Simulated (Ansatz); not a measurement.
For rock-salt ZrN, PBEsol (plane waves, PAW; Ansatz, a quantum-chemistry and plane-wave program) gives:

| Property | Result |
|---|---|
| equilibrium lattice constant a | 4.552 Å |
| bulk modulus B0 | 269 GPa |

Task: What does Hartree–Fock (plane waves, PAW; Ansatz) give for the same quantities?

Result: 
- lattice constant a: 4.613 Å (grows by 1.3 %)
- bulk modulus: 276 GPa (increases by 2.6 %)

For comparison: lattice constant a 4.575 Å (measured, temperature not stated, no zero-point or thermal correction, relaxed epitaxial film; as tabulated in Mei et al., J. Vac. Sci. Technol. A 31, 061516 (2013)); bulk modulus 248 GPa (measured, room temperature, no zero-point or thermal correction, our sources range from 215 to 248; as tabulated in Synthesis of Binary Transition Metal Nitrides, Carbides and Borides from the …).

Changes are worked out from the printed values.

Unless a cell is named, each level is at its own relaxed cell (PBEsol 11.79, Hartree–Fock 12.27 Å³/atom).

Ansatz's density-functional and Hartree–Fock values are scalar-relativistic unless marked +SOC, with PAW data made under PBE.
